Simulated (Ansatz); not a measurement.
The starting structures come from a database of crystals and need not be the phases stable at ambient conditions.

Consider the following.

```
CELL_PARAMETERS angstrom
      5.27085     0.00000     0.00000
     -1.84514     4.98954     0.00000
     -0.92257     2.49477     4.58535
ATOMIC_POSITIONS crystal
  Li 0.50000 0.82990 0.34020
  Li 0.50000 0.17010 0.65980
  Li 0.50000 0.50000 0.00000
  Zn 0.00000 0.66660 0.66680
  Zn 0.00000 0.33340 0.33320
  Sb 0.00000 0.00000 0.00000
  O  0.76442 0.60747 0.31382
  O  0.23558 0.39253 0.68618
  O  0.23558 0.07871 0.31382
  O  0.76442 0.92129 0.68618
  O  0.22852 0.76473 0.00000
  O  0.77148 0.23527 0.00000
```

Space group of this cell: C2/m. The cell is taken as given; by r2SCAN its mean pressure is -6.6 GPa.

Transport runs along the normal of the first two printed cell vectors.

The gap is the functional's own, uncorrected, and κ follows it; spin-orbit coupling is left out. Mid-gap values are interpolated between the computed energies.

Q: Give the band gap and the smallest decay constant κ at mid-gap that r2SCAN run with Ansatz (an electronic-structure program) yields.

A: Gap 3.10 eV on a 6×8×8 mesh; κ = 0.304 1/Å, at the zone centre.
